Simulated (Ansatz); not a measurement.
The starting structures come from a database of crystals and need not be the phases stable at ambient conditions.

## Evanescent states of CuBiSeO (P4/nmm, 8 atoms a cell, 17.0 Å³ an atom) along the normal of (110)

The numbers are results of r2SCAN (plane waves, PAW; Ansatz, a quantum-chemistry and plane-wave program), not measurements.

No gap correction and no spin-orbit coupling; mid-gap is the computed energy nearest the middle.

Energies count from the valence-band top; κ is the least over a 6×4 mesh across the current.

```
E (eV)  κ (1/Å)  where
------  -------  -----
0.03      0.033      Γ
0.07      0.061      Γ
0.12      0.078      Γ
0.17      0.091      Γ
0.23      0.101      Γ
0.28      0.108      Γ
0.33      0.114  off Γ
0.38      0.109  off Γ
0.42      0.102  off Γ
0.47      0.094  off Γ
0.53      0.085  off Γ
0.57      0.073  off Γ
0.62      0.057  off Γ
0.68      0.031  off Γ
```

Task: How thick must the barrier be to attenuate the transmission by 10^4 when the electrodes' Fermi level lies at 0.38 eV, and what attenuation does that film give at 0.53 eV?

Result: d = 4 ln 10 / (2 × 0.109) = 42.2 Å. At 0.53 eV it gives 4 × 0.085/0.109 = 3.1 decades.
